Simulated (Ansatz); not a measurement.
Base system: InAs in the zinc blende structure (space group F-43m, No. 216; a = 6.0869 Å).

It is then changed as follows: Ga takes the place of In on all its sites; the structure is relaxed again.

Levels (all Ansatz, a program for electronic structure, PAW): PBEsol (420 eV, without spin-orbit coupling); HSE06 (420 eV, no spin-orbit coupling).

The geometry is relaxed with PBEsol.

* **PBEsol band gap**: 0.42 eV

Question: Predict the band gap from HSE06.

Answer: The band gap increases by 0.98 eV (0.42 eV → 1.40 eV).

Single points use the geometry relaxed with PBEsol. Whether these cells are dynamically stable was not tested. The final runs are not spin-polarised.
